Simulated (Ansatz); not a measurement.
Worked example: self-consistent single point of MgAl2C2 (P-3m1, 5 atoms in the cell) in Ansatz (an electronic-structure program).

Method of the run: PBEsol, default PAW files made with PBE (plane waves; Ansatz).

The change in words: lattice scaled by 0.98. Reference geometry:
```xyz
5
Lattice="3.3469 0.0000 0.0000 -1.6735 2.8985 0.0000 0.0000 0.0000 5.7486" Properties=species:S:1:pos:R:3 pbc="T T T"
Mg     0.0000     0.0000     0.0000
Al     1.6735     0.9662     2.0121
Al     0.0000     1.9323     3.7365
C      0.0000     1.9323     1.5526
C      1.6735     0.9662     4.1960
```

Reference input (self-consistent single point, DFT, PBEsol, plane waves, default PAW files made with PBE): basis.ecutwfc = 30.9 Ry; kpoints.mp_grid.grid = 8 8 4; hamiltonian.xc = pbesol; hamiltonian.pseudopotentials = {kind: paw} (the program's default PAW files); scf.occupations.method = fixed. This run's input differs from it in these lines:

```diff
@@ -2,5 +2,5 @@
   lattice:
-    - [3.346911, 0.000000, 0.000000]
-    - [-1.673455, 2.898510, 0.000000]
-    - [0.000000, 0.000000, 5.748594]
+    - [3.279973, 0.000000, 0.000000]
+    - [-1.639986, 2.840540, 0.000000]
+    - [0.000000, 0.000000, 5.633622]
   atoms:
```

Log, with long lists cut:

```
SCF iter   1: F=—  HF=-3454.713156 eV  |F-HF|=—  |Δ(HF+E_count)|=         —  Δρ=7.22e-3  dr2=3.56e-2  ethr=1.77e-3  ⟨swp⟩=4.8  Hψ=2829  notcnv=0  defer=98
all-band conjugate gradients solve this SCF's bands
preconditioner: auto → none
SCF iter   2: F=—  HF=-3454.703010 eV  |F-HF|=—  |Δ(HF+E_count)|=   1.01e-2  Δρ=2.44e-3  dr2=2.89e-3  ethr=1.48e-4  ⟨swp⟩=2.0  Hψ=1164  notcnv=0  defer=105
SCF iter   3: F=—  HF=-3454.702137 eV  |F-HF|=—  |Δ(HF+E_count)|=   8.73e-4  Δρ=6.42e-4  dr2=1.14e-4  ethr=1.20e-5  ⟨swp⟩=2.0  Hψ=882  notcnv=0  defer=105
SCF iter   4: F=—  HF=-3454.702144 eV  |F-HF|=—  |Δ(HF+E_count)|=   6.62e-6  Δρ=1.28e-4  dr2=2.60e-5  ethr=4.74e-7  ⟨swp⟩=2.0  Hψ=968  notcnv=0  defer=58
SCF iter   5: F=—  HF=-3454.702034 eV  |F-HF|=—  |Δ(HF+E_count)|=   1.10e-4  Δρ=6.30e-5  dr2=1.07e-6  ethr=1.08e-7  ⟨swp⟩=2.0  Hψ=731  notcnv=0  defer=36
SCF iter   6: F=-3454.702035 eV  HF=-3454.702035 eV  |F-HF|=1.23e-8  |Δ(HF+E_count)|=   5.24e-7  Δρ=9.54e-6  dr2=1.99e-8  ethr=4.17e-10  ⟨swp⟩=9.4  Hψ=3497  notcnv=0
SCF 1 converged in 6 iterations: F = -3454.702035 eV  dr2 = 1.99e-8
Free energy (F): -3454.702035 eV
Internal energy: -3454.702035 eV  (E = F + TS)
E sigma→0 (E₀):  -3454.702035 eV
Fermi energy:    9.479288 eV
--- Forces (eV/Å), atoms counted from 1 ---
  atom   1  Mg    -0.00000000    -0.00000000     0.00000000
  atom   2  Al     0.00000000    -0.00000000     0.00330547
  atom   3  Al     0.00000000     0.00000000    -0.00330547
  atom   4  C     -0.00000000     0.00000000    -0.50313054
  atom   5  C      0.00000000     0.00000000     0.50313054
--- Stress (GPa, compression-positive) ---
       16.882406      -0.000000      -0.000000
       -0.000000      16.882406      -0.000000
       -0.000000      -0.000000      11.159254
  P = ⅓ Tr σ = 14.9747 GPa (149.747 kbar)
  The stress holds the Pulay correction. Without it, at fixed plane waves, as pw.x and ABINIT print it: P = 14.7299 GPa
```

The run converged in 6 iterations. Against the reference run the free energy goes up by 37.1 meV/atom, the pressure goes from 3.66 to 14.97 GPa, the largest force goes from 0.162 to 0.503 eV/Å and the gap on the mesh goes from 1.806 to 1.875 eV.

The starting cell comes from a database of computed structures (which also holds hypothetical and non-ambient phases and stackings), without a prior relaxation at this level. Its lattice was rescaled by a random factor within 2.5 % of one. For this run, on top of that: lattice scaled by 0.98. With a pressure of about 15 GPa the cell is away from its equilibrium volume at this level. Ansatz's pressure includes its estimate of the finite-basis (Pulay) stress.

Keys are those of Ansatz 0.2.
